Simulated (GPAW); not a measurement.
**Input and output of a self-consistent single point for KBr (Fm-3m, 2 atoms in the cell) (GPAW)**

Method of the run: PBE, LCAO dzp, GPAW PAW datasets PBE (gpaw-data 1.0.1) in GPAW 25.7.0.

Input as run:

```python
from ase import Atoms
from gpaw import GPAW, FermiDirac

atoms = Atoms(['K', 'Br'],
              cell=[[0.000000, 3.283500, 3.283500],
                    [3.283500, 0.000000, 3.283500],
                    [3.283500, 3.283500, 0.000000]],
              positions=[[0.000000, 0.000000, 0.000000],
                         [3.283500, 3.283500, 3.283500]],
              pbc=True)

calc = GPAW(mode='lcao',
            h=0.18,
            basis='dzp',
            xc='PBE',
            kpts=(3, 3, 3),
            occupations=FermiDirac(0.01),
            symmetry={'symmorphic': False, 'tolerance': 0.0005},
            maxiter=150,
            txt='-')

atoms.calc = calc

energy = atoms.get_potential_energy()
print('Energy (eV):', round(energy, 6))
forces = atoms.get_forces()
print('Forces (eV/Ang):')
print(forces.round(5))
```

Output (repeated stretches shortened):

```
Input parameters:
  basis: dzp
  h: 0.18
  kpts: [3 3 3]
  maxiter: 150
  mode: lcao
  occupations: {fixmagmom: False,
                name: fermi-dirac,
                width: 0.01}
  symmetry: {symmorphic: False,
             tolerance: 0.0005}
  xc: PBE

species:
  K:
    name: Potassium
    Z: 19.0
    valence: 9
    core: 10
    charge: 0.0
    file: K.PBE.gz

    # LCAO basis set for K:
    #   Name: dzp
    #   File: K.dzp.basis.gz
    #   Number of radial functions: 9
    #   Number of spherical harmonics: 19
    #     l=0, rc=4.2656 Bohr: 3s-sz confined orbital
    #     l=0, rc=13.1094 Bohr: 4s-sz confined orbital
    #     l=1, rc=5.0312 Bohr: 3p-sz confined orbital
    #     l=1, rc=16.0000 Bohr: 4p-sz confined orbital
    #     l=0, rc=2.3594 Bohr: 3s-dz split-valence wave
    #     l=0, rc=8.1719 Bohr: 4s-dz split-valence wave
    #     l=1, rc=2.8906 Bohr: 3p-dz split-valence wave
    #     l=1, rc=10.2812 Bohr: 4p-dz split-valence wave
    #     l=1, rc=13.1094 Bohr: p-type Gaussian polarization
    #   Number of RI-basis functions 0

  Br:
    name: Bromine
    Z: 35.0
    valence: 7
    core: 28
    charge: 0.0
    file: Br.PBE.gz

    # LCAO basis set for Br:
    #   Name: dzp
    #   File: Br.dzp.basis.gz
    #   Number of radial functions: 5
    #   Number of spherical harmonics: 13
    #     l=0, rc=5.3594 Bohr: 4s-sz confined orbital
    #     l=1, rc=6.8125 Bohr: 4p-sz confined orbital
    #     l=0, rc=2.9375 Bohr: 4s-dz split-valence wave
    #     l=1, rc=3.8906 Bohr: 4p-dz split-valence wave
    #     l=2, rc=6.8125 Bohr: d-type Gaussian polarization
    #   Number of RI-basis functions 0

Reference energy: -87284.500948  # eV

Spin-paired calculation

Convergence criteria:
 Maximum [total energy] change in last 3 cyles: 0.0005 eV / valence electron
 Maximum integral of absolute [dens]ity change: 0.0001 electrons / valence electron
 Maximum integral of absolute [eigenst]ate change: 4e-08 eV^2 / valence electron
 Maximum number of scf [iter]ations: 150

Symmetries present (total): 48
Symmetries with fractional translations: 0
27 k-points: 3 x 3 x 3 Monkhorst-Pack grid
4 k-points in the irreducible part of the Brillouin zone
       k-points in crystal coordinates                weights
   0:     0.00000000    0.00000000    0.00000000          1/27
   1:     0.33333333    0.33333333   -0.33333333         12/27
   2:     0.33333333    0.33333333    0.00000000          6/27
   3:     0.33333333    0.33333333    0.33333333          8/27

Wave functions: LCAO
  Diagonalizer: Serial LAPACK
  Atomic Correction: dense with blas
  Data-type: complex

Occupation numbers: Fermi-Dirac:
  width: 0.0100  # eV

Eigensolver
   LCAO using direct dense diagonalizer

Densities:
  Coarse grid: 20*20*20 grid
  Fine grid: 40*40*40 grid
  Total Charge: 0.000000

Density mixing:
  Method: separate
  Backend: pulay
  Linear mixing parameter: 0.05
  old densities: 5
  Damping of long wavelength oscillations: 50

Hamiltonian:
  XC and Coulomb potentials evaluated on a 40*40*40 grid
  Interpolation: tri-quintic (5. degree polynomial)
  Poisson solver: FastPoissonSolver using
    Stencil: 12*3+1=37 point O(h^6) finite-difference Laplacian
    FFT axes: [np.int64(0), np.int64(1), np.int64(2)]
    FST axes: []

XC parameters: PBE with 2 nearest neighbor stencil

Number of atoms: 2
Number of atomic orbitals: 32
Number of bands in calculation: 9
Number of valence electrons: 16
Bands to converge: occupied

Density initialized from atomic densities

                 Br

       K

Atomic positions and initial magnetic moments

Positions:
   0 K      0.000000    0.000000    0.000000    ( 0.0000,  0.0000,  0.0000)
   1 Br     3.283500    3.283500    3.283500    ( 0.0000,  0.0000,  0.0000)

Unit cell:
           periodic     x           y           z      points  spacing
  1. axis:    yes    0.000000    3.283500    3.283500    20     0.1896
  2. axis:    yes    3.283500    0.000000    3.283500    20     0.1896
  3. axis:    yes    3.283500    3.283500    0.000000    20     0.1896

  Lengths:   4.643570   4.643570   4.643570
  Angles:   60.000000  60.000000  60.000000

Effective grid spacing dv^(1/3) = 0.2068

     iter     time        total  log10-change:
                         energy   eigst   dens
iter:   1 --:--:--    -5.812586        c
iter:   2 --:--:--    -5.807438        c -1.45
iter:   3 --:--:--    -5.798339        c -1.47
iter:   4 --:--:--    -5.798049        c -1.87
iter:   5 --:--:--    -5.797232c       c -2.78
iter:   6 --:--:--    -5.797096c       c -2.91
iter:   7 --:--:--    -5.797096c       c -3.35
iter:   8 --:--:--    -5.797103c       c -3.38
iter:   9 --:--:--    -5.797103c       c -5.33c

Converged after 9 iterations.

Dipole moment: (-2.058719, -2.058719, -2.058719) |e|*Ang

Energy contributions relative to reference atoms: (reference = -87284.500948)

Kinetic:        +14.416306
Potential:      -13.518292
External:        +0.000000
XC:              -6.813652
Entropy (-ST):   -0.000000
Local:           +0.118535
SIC:             +0.000000
--------------------------
Free energy:     -5.797103
Extrapolated:    -5.797103

Showing only first 2 kpts
 Kpt  Band  Eigenvalues  Occupancy
  0     6     -0.00025    2.00000
  0     7      0.00133    2.00000
  0     8      4.35172    0.00000

  1     6     -0.63658    2.00000
  1     7     -0.31711    2.00000
  1     8      7.58081    0.00000

Fermi level: 1.89223

Gap: 4.350 eV
Transition (v -> c):
  (s=0, k=0, n=7, [0.00, 0.00, 0.00]) -> (s=0, k=0, n=8, [0.00, 0.00, 0.00])
No difference between direct/indirect transitions
Energy (eV): -5.797103

Forces in eV/Ang:
  0 K     0.00000   -0.00000    0.00000
  1 Br    0.00000    0.00000   -0.00000
```

The run converged in 9 iterations.

The starting cell has typed, rounded lattice constants, without a prior relaxation at this level. Its lattice was rescaled by up to half a per cent. Values carry the incompleteness of an atom-centred basis.

Cost on one core of a shared machine: roughly 60 s.
